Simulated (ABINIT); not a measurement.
**Equation of state of fcc Ag (space group 225): energy against volume (ABINIT, PBE)**

```
Ag
1.0
    0.00000     2.00864     2.00864
    2.00864     0.00000     2.00864
    2.00864     2.00864     0.00000
Ag
1
Direct
  0.00000   0.00000   0.00000
```

Computed with PBE, norm-conserving pseudopotentials (PseudoDojo nc-sr-05 PBE standard) (plane waves; ABINIT). Settings: pseudos = [Ag.upf]; ecut = 106 Ry; ixc = 11; occopt = 3; tsmear = 0.00183747 Ha; ngkpt = 24 24 24; nshiftk = 1; shiftk = 0 0 0; potentials = PseudoDojo nc-sr-05 PBE standard; nband = 15; kptopt = 1; nstep = 60; tolvrs = 1e-11. The cell above is the first row's. The rows scale it uniformly. In all rows the k mesh is held. E is the free energy at the stated smearing, counted from the lowest row.

| V (Å^3/atom) | E (meV/atom) |
|---|---|
| 16.208 | 51.90 |
| 16.561 | 30.12 |
| 16.913 | 14.80 |
| 17.265 | 5.13 |
| 17.618 | 0.40 |
| 17.970 | 0.00 |
| 18.322 | 3.39 |
| 18.675 | 10.10 |
| 19.027 | ? |

Problem. Fit E against V with the third-order Birch-Murnaghan form, a cubic in V^(-2/3), and predict the withheld value at V = 19.027.

Solution. With u = V^(-2/3) - 0.149, the rows have u = 0.007140, 0.004913, 0.002770, 0.000700, -0.001306, -0.003241, -0.005114, -0.006933. Least squares gives E = 2.974 + 2697.67·u + 559388·u² + 3166711·u³. Residuals (row less fit): -0.005, 0.015, -0.006, -0.008, 0.002, 0.001, 0.006, -0.004; standard error 0.010 (degrees of freedom: 4). Its minimum lies at u = -0.002463, so V0 = (0.146537)^(-3/2) = 17.83. There d²E/du² = 1072000 and d³E/du³ = 1.900e7, so B0 = (4/9) × 17.83^(-7/3) × 1072000 × 0.160218 = 91.9 GPa (the last factor turns the table's units into GPa), and B0' = 4 + (2/3) × 0.146537 × (1.900e7)/1072000 = 5.7. The program's pressures in the fitted runs (not shown) pass through zero at V = 17.83, 0.01 % from this V0. At the withheld row, u = -0.008691, so E = 2.974 + 2697.67 × (-0.008691) + 559388 × (-0.008691)² + 3166711 × (-0.008691)³ = 19.702 meV/atom. The calculation gives 19.71 meV/atom, 0.008 meV/atom above the prediction (under 0.05 % of the range of E in the table). The row lies outside the fitted rows, so this is an extrapolation. From the scatter of the fitted rows alone, a prediction at this place has a standard error of 0.024 meV/atom, so the miss is 0.3 times that.

Carrying the step between the two nearest rows on in a straight line would have given 16.79, off by 2.92; series whose last step already gives the withheld value aren't shown. The scan was laid around a cell of about the measured size, scaled by a guess for this functional. Cutoffs and mesh are single choices, not tested for convergence of this quantity. Series with a scatter that would blur these digits, or in which a gap closes, are not shown. Nor are scans whose minimum lies at an end fitted in this form.
